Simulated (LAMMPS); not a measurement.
System: a melt made from Cu (fcc), 256 atoms, at 1490 K and 0 GPa, brought to that temperature within a few picoseconds.

Computed with classical MD, pair style eam, the elements' _smf7.eam files (smf7); code LAMMPS.

Problem. What does the simulation give for the first peak of g(r), the most common Cu-Cu-Cu angle?

Solution. first peak of g(r): 2.49 Å, height 2.7; most common Cu-Cu-Cu angle: in the 3° bin centred on 55.5° (mean of all 96°).
